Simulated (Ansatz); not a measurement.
Base system: HgTe in the zinc blende structure (space group F-43m, No. 216; a = 6.6507 Å).

All numbers come from plane-wave PAW DFT at the PBE level (Ansatz, a program for electronic structure, 420 eV), no spin-orbit coupling.

Before the change:

The pressure is 0.0 GPa.

Perturbation: an isotropic linear strain of +2.00 %, atoms relaxed at fixed cell.

Problem. Predict the new pressure and energy relative to the base.

Solution. The pressure goes from zero to -1.7 GPa; the energy rises by 13 meV/atom.

No phonon test of stability was made. The final runs are not spin-polarised.
